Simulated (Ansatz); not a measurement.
The starting structures come from a database of crystals and need not be the phases stable at ambient conditions.

 Where the default PAW files enter, the runs use the earlier of Ansatz's two default sets.

Consider the following.

```xyz
4
Lattice="3.9936 0.0000 0.0000 -1.9968 3.4586 0.0000 0.0000 0.0000 6.5861" Properties=species:S:1:pos:R:3 pbc="T T T"
Ga     0.0000     2.3057     6.5860
Ga     1.9968     1.1529     3.2929
As     0.0000     2.3057     2.4633
As     1.9968     1.1529     5.7564
```

Space group of this cell: P6_3mc, wurtzite. The cell is taken as given.

Level of theory: r2SCAN (plane waves, PAW; Ansatz, a program for electronic structure).

The current runs along the normal of the first two printed vectors; no spin-orbit coupling. Scaled by the factor s: the length along the current (ions clamped). Meshes 12×12×6 and 12×12 across the current in all rows.

```tsv
s	mean pressure (GPa)	band gap (eV)
0.97	2.5	?
1.00	0.0	0.97
1.03	-1.9	0.65
```

Q: Take the slope of the band gap against ln s from the two given rows, extrapolate to s = 0.97, and say what the run there gives.

A: Slope = (0.65 − 0.97) / ln 1.03 = -10.8 eV. The line gives 0.97 + (-10.8) × ln 0.97 = 1.30 eV. The run gives 0.90 eV, 0.40 eV under the line, 121 % of the predicted step.
